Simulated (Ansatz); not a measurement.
# Cubic perovskite CsSnI3 (cubic high-temperature phase)

Method: PBE (PAW; Ansatz, an electronic-structure program).

Run with plane-wave cutoff 520 eV, 6×6×6 k mesh, Fermi–Dirac smearing 0.01 eV, scalar-relativistic PAW data made under PBE.

Cell: measured lattice: a = b = c = 6.219 Å, α = β = γ = 90.00°.

```
Property   Result
--------  -------
band gap  0.34 eV
Γ–Γ gap   4.36 eV
```

Note: held by symmetry at 0 K, a high-temperature phase can be a saddle point; cell and atoms aren't relaxed at this level (pressure 0.5 GPa).

Spin–orbit coupling is not included; with these elements it can move the gap by several tenths of an eV or more.

Computed values are for the static lattice.

Computing time: roughly 50 core-seconds.
